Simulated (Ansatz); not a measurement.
Cubic perovskite KMgF3, relaxed in Ansatz (plane waves) with several semilocal functionals. Each gives its own volume and its own bulk modulus:

```json
[
 {"level": "LDA", "V0 (Å³/atom)": "11.940", "bulk modulus (GPa)": "86.18", "ln V0": "2.4799", "ln B0": "4.4564"},
 {"level": "r²SCAN", "V0 (Å³/atom)": "12.615", "bulk modulus (GPa)": "78.09", "ln V0": "2.5349", "ln B0": "4.3579"},
 {"level": "PBE", "V0 (Å³/atom)": "13.330", "bulk modulus (GPa)": "66.07", "ln V0": "2.5900", "ln B0": "4.1907"}
]
```

### Question
Fit a straight line to ln B0 against ln V0. What does it predict for PBEsol, whose volume is 12.718 Å³/atom?

### Answer
With x = ln V0 and y = ln B0: means 2.53493 and 4.33500; Σ(Δx Δy) = -0.01463, Σ(Δx²) = 0.006061, so the slope is -2.41. At x = 2.5430 the line gives y = 4.33500 + (-2.41) × (2.5430 − 2.53493) = 4.3156, or 74.86 GPa. The run with PBEsol gives 72.23 GPa, -3.5 % from the line. The rows used scatter about it by up to 2.3 %, while the largest value lies 30 % above the smallest. For comparison, PBE's own equation of state has B′ = 4.4, the slope −d ln B/d ln V at a fixed functional; the two needn't agree, since functionals also differ at one volume.

Measured: 75.1 GPa (measured, room temperature, not corrected to a static lattice, our sources range from 71.2 to 75.1; as tabulated in Vaitheeswaran et al. (2007), arXiv:cond-mat/0703621).

Ansatz's density-functional and Hartree–Fock values are scalar-relativistic unless marked +SOC, with PAW data made under PBE.

Ansatz is a program for electronic structure.
